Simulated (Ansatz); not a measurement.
System: fluorite HfO2 (high-temperature phase). Method: HSE06 (Ansatz, an electronic-structure program, plane waves, PAW).

Settings: plane-wave cutoff 500 eV, 8×8×8 k mesh, gaussian smearing 0.02 eV, scalar-relativistic PAW data made under PBE.

Cell (relaxed at this level):

```cif
data_HfO2
_chemical_formula_sum 'Hf1 O2'
_space_group_name_H-M_alt 'P 1'
_space_group_IT_number 1
_cell_length_a 3.57508
_cell_length_b 3.57508
_cell_length_c 3.57508
_cell_angle_alpha 60.000
_cell_angle_beta 60.000
_cell_angle_gamma 60.000
loop_
_space_group_symop_operation_xyz
  'x, y, z'
loop_
_atom_site_label
_atom_site_type_symbol
_atom_site_fract_x
_atom_site_fract_y
_atom_site_fract_z
_atom_site_occupancy
Hf1 Hf 0.00000 0.00000 0.00000 1
O1 O 0.25000 0.25000 0.25000 1
O2 O 0.75000 0.75000 0.75000 1
```

Q: Give the computed band gap.

A: 
- band gap = 5.41 eV (on the SCF k mesh)

Note: symmetry holds this phase in the static calculation, where it need not be a minimum; held by symmetry at 0 K, a high-temperature phase can be a saddle point.

Spin–orbit coupling is not included.

Static lattice: no zero-point or thermal effects.
